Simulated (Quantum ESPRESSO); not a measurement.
## A short convergence ladder for VRu (P4mm, 2 atoms in the cell)

```yaml
crystal:
  lattice:
    - [3.01184, 0.00000, 0.00000]
    - [0.00000, 3.01184, 0.00000]
    - [0.00000, 0.00000, 3.01184]
  atoms:
    - { symbol: V, position: [0.50000, 0.50000, 0.51660], spin: 2.0 }
    - { symbol: Ru, position: [0.00000, 0.00000, 0.00000] }
```
(The spins are starting values, not results.)

Base method: LDA (PZ), GBRV 1.5 ultrasoft (LDA) pseudopotentials (plane waves; Quantum ESPRESSO).

Base settings: ecutwfc = 50 Ry; ecutrho = 400 Ry; occupations = smearing; smearing = gaussian; degauss = 0.0073499 Ry; nspin = 2; potentials = {V: v_lda_v1.4.uspp.F.UPF, Ru: ru_lda_v1.2.uspp.F.UPF}; K_POINTS = automatic 5 5 5 0 0 0; conv_thr = 1e-11 Ry; mixing_beta = 0.3.

The count of work is k-points × plane waves × bands × iterations; it is no time. Core times come from one kind of shared machine, to one figure; runs under 30 s give none.

**The k-point mesh**

The second cell is the first with its lattice scaled by 0.98.

Only quantities that move along the ladder and can be compared are tabulated.

The magnetic state is not the same in all runs (site moments differ, or a search went on to a lower state), so steps between rows are not convergence errors alone.

| K_POINTS | free energy less the last step's (meV/atom) | energy of the compressed cell less the first (meV/atom) | pressure (GPa) | largest difference of a force vector from the last step's (eV/Å) | net moment (μB/atom) | count of work / last | core time / last (rough) |
|---|---|---|---|---|---|---|---|
| automatic 2 2 2 0 0 0 | 995.44 | -42.03 | -11.12 | 0.761 | 0.125 | 0.063 | 0.6 |
| automatic 3 3 3 0 0 0 | -127.68 | -43.53 | -16.08 | 0.189 | 0.275 | 0.030 | 0.3 |
| automatic 4 4 4 0 0 0 | 34.95 | -45.71 | -16.16 | 0.048 | 0.200 | 0.11 | 0.5 |
| automatic 5 5 5 0 0 0 | -13.25 | -42.90 | -15.91 | 0.147 | 0.000 | 0.17 | 0.4 |
| automatic 10 10 10 0 0 0 | 0.00 | -44.75 | -16.19 | 0.000 | 0.000 | 1.0 | 1 |

Coarsest K_POINTS that holds the forces within 0.02 eV/Å: not settled: the last two steps still differ by 0.15 eV/Å, over half the tolerance, so the ladder does not show it.

Coarsest K_POINTS that holds the energy of the compressed cell less the first within 2 meV/atom: not settled: the last two steps still differ by 1.9 meV/atom, over half the tolerance, so the ladder does not show it.

Coarsest K_POINTS that holds the net moment within 0.05 μB/atom of the last step, with all finer ones: automatic 5 5 5 0 0 0, at 0.17 of the last step's count of work and about 0.4 of the last step's time; the step before is off by 0.20 μB/atom.

On the base run: the starting cell comes from a database of computed structures (which also holds hypothetical and non-ambient phases and stackings), without a prior relaxation at this level. Its lattice was rescaled by up to half a per cent. One atom was moved a little off its site on purpose. The starting moments vanished: the run ended non-magnetic, which need not be the lowest state. In the base run, with a pressure of about -16 GPa the cell is away from its equilibrium volume at this level. Without a gap this mesh is coarse (it stands for a supercell whose shortest vector is 15 Å).
